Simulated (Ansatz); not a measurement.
Ansatz (a quantum-chemistry and plane-wave program), DFT, PBE, plane waves, its default PAW files: Al(100) slab of 8 layers, 2x2, C adatom, atoms displaced (Al32C), unrelaxed, 33 atoms. Basis and mesh were picked for this test and aren't claimed converged.

```yaml
cell: 5.73, 5.73, 25.77 Å; 90, 90, 90°
distance_to_the_nearest_atom: 2.06 to 2.85 Å
task: single point
k mesh: 4×4×1
hamiltonian.xc: pbe
kind_of_files: paw
scf.occupations.method: fermi_dirac
scf.occupations.width: 0.05 eV
output.forces: true
binding of workers (--pin): off
k-point pools (--kpoint-pools): 1
memory maximum (--max-ram): 8GiB
accuracy: medium (default)
basis.precision: auto (default)
basis.xc_grid: 2 (default)
scf.eigensolver.kind: auto (default)
scf.convergence.dr2_threshold: 1e-07 (default)
scf.lower_state_search: light (default)
k-points after symmetry: 10
bands_at_the_start: 83
electrons: 100
plane waves at Γ: 16611
cutoff (eV): 420
FFT grid: 40×40×180
symmetry_operations: 1
```

Settings of this run: scf.mixing.algorithm = auto, scf.mixing.preconditioner = none, scf.algorithm = auto; 4 threads.

| iteration | dr2 (eV) | Hψ |
|---|---|---|
| 1 | 3.01e1 | 4258 |
| 2 | 1.91e4 | 11930 |
| 3 | 1.90e1 | 7692 |
| 4 | 1.24e0 | 2509 |
| 5 | 3.64e-1 | 948 |
| 6 | 1.18e-1 | 1203 |
| 7 | 8.35e-2 | 940 |
| 8 | 3.10e-2 | 725 |
| 9 | 2.21e-3 | 711 |
| 10 | 9.30e-4 | 945 |
| 11 | 5.32e-4 | 743 |
| 12 | 7.89e-5 | 680 |
| 13 | 2.49e-5 | 1077 |
| 14 | 5.67e-5 | 838 |
| 15 | 1.41e-5 | 736 |
| 16 | 4.16e-6 | 710 |
| 17 | 5.92e-7 | 714 |
| 18 | 1.79e-7 | 850 |
| 19 | 5.71e-7 | 2629 |
| 20 | 1.28e-7 | 705 |
| 21 | 3.28e-8 | 2308 |

It converged after 21 SCF iterations.

Question: Which change of one setting makes this cycle converge in far fewer steps?

Answer: This is not unique; one that fits is scf.mixing.preconditioner = auto (default) (8 SCF iterations) or scf.mixing.preconditioner = ldos (8 SCF iterations), all else kept. The other changes of this size gave: scf.mixing.preconditioner = local_kerker (15); scf.mixing.preconditioner = kerker (18); scf.mixing.algorithm = broyden (18); scf.mixing.preconditioner = kerker_dos (20). In that run the program took: scf.mixing.algorithm MSR1, scf.mixing.preconditioner LDOS, scf.eigensolver.kind band_cg, --slots 4. The first change moves the result by: energy under 0.001 meV/atom, forces (largest component) 0.057 meV/Å. Counts are of single runs.

Keys are those of Ansatz 0.2.
